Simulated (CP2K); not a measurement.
CP2K run on Li (Im-3m, 1 atom in the cell): self-consistent single point.

Method of the run: PBE-D3(0), GPW, DZVP-MOLOPT-SR-GTH basis, GTH-PBE potentials (GTH_POTENTIALS) in CP2K.

```
Li
1.0
    3.00951     0.00000     0.00000
   -1.00317     2.83739     0.00000
   -1.00317    -1.41870     2.45725
Li
1
Cartesian
  0.00000   0.00000   0.00000
```

Reference input (self-consistent single point, DFT PBE, GPW, DZVP-MOLOPT-SR-GTH basis, GTH-PBE potentials (GTH_POTENTIALS)): CUTOFF = 400 Ry; REL_CUTOFF = 50 Ry; SMEAR/METHOD = MARZARI_VANDERBILT; SIGMA = 0.272 eV; KPOINTS/SCHEME = MONKHORST-PACK 11 11 11; XC_FUNCTIONAL = PBE; Li/BASIS_SET = DZVP-MOLOPT-SR-GTH-q3; Li/POTENTIAL = GTH-PBE-q3; METHOD = GPW; EPS_DEFAULT = 1e-11; NGRIDS = 4; SCF_GUESS = ATOMIC. This run's input differs from it in these lines:

```diff
@@ -45,2 +45,11 @@
       &END XC_FUNCTIONAL
+      &VDW_POTENTIAL
+        DISPERSION_FUNCTIONAL PAIR_POTENTIAL
+        &PAIR_POTENTIAL
+          TYPE DFTD3
+          PARAMETER_FILE_NAME dftd3.dat
+          REFERENCE_FUNCTIONAL PBE
+          R_CUTOFF 15
+        &END PAIR_POTENTIAL
+      &END VDW_POTENTIAL
     &END XC
```

The program printed (abridged):

```
 SCF WAVEFUNCTION OPTIMIZATION

  Step     Update method      Time    Convergence         Total energy    Change
     1 NoMix/Diag. 0.20E+00      -     0.35611424        -7.5171308600 -7.52E+00
     2 Broy./Diag. 0.20E+00      -     0.00042664        -7.4781695871  3.90E-02
     3 Broy./Diag. 0.20E+00      -     0.00210522        -7.4751933976  2.98E-03
     4 Broy./Diag. 0.20E+00      -     0.00073250        -7.4748401722  3.53E-04
     5 Broy./Diag. 0.20E+00      -     0.00139842        -7.4743519045  4.88E-04
     6 Broy./Diag. 0.20E+00      -     0.00001011        -7.4742919076  6.00E-05
     7 Broy./Diag. 0.20E+00      -     0.00001464        -7.4742681451  2.38E-05
     8 Broy./Diag. 0.20E+00      -     0.00000048        -7.4742670638  1.08E-06
     9 Broy./Diag. 0.20E+00      -     0.00000180        -7.4742656917  1.37E-06
    10 Broy./Diag. 0.20E+00      -     0.00000006        -7.4742656124  7.93E-08
  *** SCF run converged in    10 steps ***

  Overlap energy of the core charge distribution:               0.00000000000000
  Self energy of the core charge distribution:                 -6.34713281491226
  Core Hamiltonian energy:                                      0.30725768193445
  Hartree energy:                                               0.39596889219677
  Exchange-correlation energy:                                 -1.82682312729610
  Dispersion energy:                                           -0.00354404844291
  Smearing free energy correction:                              0.00000780416547
  Fermi energy:                                                 0.01140179786646

  Total energy:                                                -7.47426561235624

                     Mulliken Population Analysis

   [... lines left out ...]

 STRESS| Analytical stress tensor [bar]
 STRESS|                        x                   y                   z
 STRESS|      x       -6.30824095839E+03  -4.67810297450E-01  -7.98687442248E-01
 STRESS|      y       -4.67810297450E-01  -6.30853863990E+03  -1.13193090135E+00
 STRESS|      z       -7.98687442248E-01  -1.13193090135E+00  -6.30987234487E+03
 STRESS| 1/3 Trace                                            -6.30888398105E+03
```

The run converged in 10 iterations. Against the reference run the pressure goes from 0.00 to -0.63 GPa.

The starting cell comes from a database of computed structures (which also holds hypothetical and non-ambient phases and stackings), without a prior relaxation at this level. Its lattice was rescaled by a random factor within 2.5 % of one. Values carry the incompleteness of an atom-centred basis.

Cost on one core of a shared machine: roughly 60 s.
